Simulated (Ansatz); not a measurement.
**N on the 1x1 (0001) surface of hcp Ru, one in a 2x2 cell, started at the site 'bridge Ru-Ru (span 2.7 Å)'**

All values below come from PBE (plane waves to 420 eV, PAW; Ansatz, a first-principles code).

Slab: 17 atoms, 6.3 Å thick at the start under the adsorbate (thin: gaps and levels are the slab's own); k 6x6x1, smearing 0.1 eV, dipole-corrected; 8 atoms held, the rest relaxed; held to the start's symmetry, so lower structures may exist; no spin, no spin-orbit, no U, no dispersion correction. At the end it is bonded to 3 Ru. In PBE it is, or lies within 0.03 eV of, the lowest of the starts that converged.

```yaml
adsorption energy against ½ N2(g): -0.92 eV
work_function_of_the_top_face: 5.30 eV
change_of_the_work_function: 0.30 eV
change_of_the_step_from_the_bottom_to_the_top_vacuum_level_against_the_clean_slab: 0.34 eV
energy_released_by_relaxation: 2.51 eV
height of the binding atom over the mean of the host atoms within 0.3 Å of the top one: 1.048 Å
nearest_host_atoms_of_the_binding_atom: Ru at 1.93 Å, Ru at 1.93 Å, Ru at 1.93 Å
largest_move_of_a_host_atom: 0.09 Å
note: the adsorbate left its starting site by 0.8 Å
cost: very roughly 21 core-minutes
```

A negative adsorption energy means that the adsorbate is more stable on the surface than in its reference.
